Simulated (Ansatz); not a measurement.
## SiO2: response to strain

The reference is SiO₂ in the rutile structure (space group P4_2/mnm, No. 136; a = 4.155 Å, c = 2.661 Å). Axes: x, y, z lie along a, b, c of the conventional cell.

Strains are applied to the cell and any free atomic positions relax.

All numbers come from LDA (Ansatz, a first-principles code; PAW; 420 eV plane waves; no spin-orbit coupling).

Notes on the quantities. energy relative to the base: free energy F; pressure: mean of the normal stresses, compression positive.

```tsv
variant	energy relative to the base	band gap	electron mass	hole mass	pressure
base	0 meV/atom	5.81 eV	0.40 mₑ along c, 0.52 mₑ across (at Γ)	1.7 mₑ along c, 1.1 mₑ across (at Γ)	-0.01 GPa
uniaxial strain ε_xx = −3.00 %	___	___	0.60 mₑ along x, 0.51 mₑ along y, 0.40 mₑ along z (at Γ)	1.4 mₑ along x, 0.87 mₑ along y, 1.5 mₑ along z (at Γ)	9.40 GPa
uniaxial strain ε_xx = −2.40 %	+6.5 meV/atom	6.19 eV	0.58 mₑ along x, 0.51 mₑ along y, 0.40 mₑ along z (at Γ)	1.3 mₑ along x, 0.90 mₑ along y, 1.6 mₑ along z (at Γ)	7.41 GPa
uniaxial strain ε_xx = −1.80 %	+3.6 meV/atom	6.09 eV	0.57 mₑ along x, 0.51 mₑ along y, 0.40 mₑ along z (at Γ)	1.2 mₑ along x, 0.93 mₑ along y, 1.6 mₑ along z (at Γ)	5.45 GPa
uniaxial strain ε_xx = −1.20 %	+1.6 meV/atom	5.99 eV	___	1.2 mₑ along x, 0.97 mₑ along y, 1.6 mₑ along z (at Γ)	3.58 GPa
uniaxial strain ε_xx = −0.60 %	+0.4 meV/atom	5.90 eV	0.40 mₑ along z, 0.53 mₑ across (at Γ)	–	___
```

Q: Complete the table.

A: 
- uniaxial strain ε_xx = −3.00 %, energy relative to the base: +10 meV/atom
- uniaxial strain ε_xx = −3.00 %, band gap: 6.30 eV
- uniaxial strain ε_xx = −1.20 %, electron mass: 0.55 mₑ along x, 0.52 mₑ along y, 0.40 mₑ along z (at Γ)
- uniaxial strain ε_xx = −0.60 %, pressure: 1.76 GPa

Masses are band curvatures over ±0.01 Å⁻¹ around the edge. Stability against distortions was not tested.
